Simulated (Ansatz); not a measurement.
# What isotropic strain +0.50 % does to SnTe

Base system: SnTe in the rock salt structure (space group Fm-3m, No. 225; a = 6.409 Å).

It is then changed as follows: every lattice vector is stretched by 0.50 %; the atoms relax in the strained cell.

Calculations: PBE (Ansatz, an electronic-structure program, PAW, scalar-relativistic without spin-orbit coupling). Γ-centred 13×13×13 mesh, Fermi–Dirac width 0.05 eV.

| quantity | base | changed | shift |
|---|---|---|---|
| space group | Fm-3m (No. 225) | Fm-3m (No. 225) | – |
| shortest interatomic distance | 3.205 Å | 3.221 Å | +0.016 Å |
| energy relative to the base (free energy F) | 0 meV/atom | +0.9 meV/atom | +0.9 meV/atom |
| pressure | 0.0 kbar | -5.8 kbar | -5.86 kbar |
| band gap | 0.05 eV | 0.09 eV | +0.04 eV |
| gap character | direct at L | direct at L | – |
| valley order (the lowest conduction-band minima on the path, energy above the VBM, named in the base's zone) | L along ⟨111⟩ 0.05 eV; a point along ⟨110⟩, about 0.6 Å⁻¹ from Γ 0.58 eV; a point along ⟨100⟩, about 0.3 Å⁻¹ from Γ 1.02 eV | L along ⟨111⟩ 0.09 eV; a point along ⟨110⟩, about 0.6 Å⁻¹ from Γ 0.61 eV; a point along ⟨100⟩, about 0.3 Å⁻¹ from Γ 0.97 eV | – |

Spin-orbit coupling, missing from the scalar runs, can matter with Te. Stability against distortions was not tested. A zero or small gap of SnTe can be the functional's error rather than a property of the material.
